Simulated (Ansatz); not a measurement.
Given:

End structure of a constructed model of the (111) surface of fcc Rh, p(2x2) surface alloy, Au on one Rh site of the top plane (bottom of the slab: a bare face, its two planes held):

```
CELL_PARAMETERS angstrom
      5.41644     0.00000     0.00000
     -2.70822     4.69077     0.00000
      0.00000     0.00000    27.50000
ATOMIC_POSITIONS crystal
  Rh 0.16667 0.83333 0.29914
  Rh 0.16667 0.33333 0.29914
  Rh 0.66667 0.83333 0.29914
  Rh 0.66667 0.33333 0.29914
  Rh 0.33333 0.66667 0.37955
  Rh 0.33333 0.16667 0.37955
  Rh 0.83333 0.66667 0.37955
  Rh 0.83333 0.16667 0.37955
  Rh 0.50018 0.49982 0.45930
  Rh 0.50018 0.00037 0.45930
  Rh 0.99963 0.49982 0.45930
  Rh 0.00000 0.00000 0.45921
  Rh 0.66667 0.33333 0.53978
  Rh 0.66684 0.83342 0.54025
  Rh 0.16658 0.33316 0.54025
  Rh 0.16658 0.83342 0.54025
  Rh 0.83331 0.16669 0.61976
  Rh 0.83331 0.66662 0.61976
  Rh 0.33338 0.16669 0.61976
  Rh 0.33333 0.66667 0.62015
  Au 0.00000 0.00000 0.70988
  Rh 0.00033 0.50016 0.69923
  Rh 0.49984 0.99967 0.69923
  Rh 0.49984 0.50016 0.69923
```

Set-up: 24 atoms, 11.0 Å thick at the start; mesh 8x8x1; 0.1 eV smearing; dipole correction on; 8 atoms held, the rest relaxed; held to the start's symmetry, so lower structures may exist; no spin, no spin-orbit, no U. It is one candidate, not shown to be the stable structure of the face.

**Question.** Estimate the work function of the top face that PBE in Ansatz (a quantum-chemistry and plane-wave program) returns for this input.

**Answer.** 5.22 eV
